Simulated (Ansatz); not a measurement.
Consider AuCl in the CsCl type structure (space group Pm-3m, No. 221; a = 3.422 Å; a hypothetical phase, not in the database extracts checked).

(Cell as relaxed with PBE.)

Levels (all Ansatz, a first-principles code, PAW): PBE (420 eV, no spin-orbit coupling); r2SCAN (500 eV, spin-orbit coupling left out).

Each level relaxes its own structure.

```csv
base,PBE,r2SCAN
volume per atom,20.04 Å³,19.62 Å³
lattice parameter a,3.422 Å,3.398 Å
band gap,zero,zero
```

One thing is altered: I takes the place of Cl on all its sites; the structure is relaxed again.

| quantity | PBE | r2SCAN |
|---|---|---|
| lattice parameter a | 3.767 Å | … |
| band gap | zero | … |

Problem. Predict the r2SCAN column.

Solution. 
- lattice parameter a, r2SCAN: 3.769 Å
- band gap, r2SCAN: zero

PBE's lattice parameter a lies 0.002 Å below r2SCAN's (0.1 %); the two agree on the band gap. Neither level is exact; r2SCAN is the comparison here, not a measurement.

Stability against distortions was not tested. As relaxed here, AuI is a hypothetical phase, not in the database extracts checked. No Hubbard U is applied, and correlation can decide whether such a compound is a metal. The final runs are not spin-polarised.
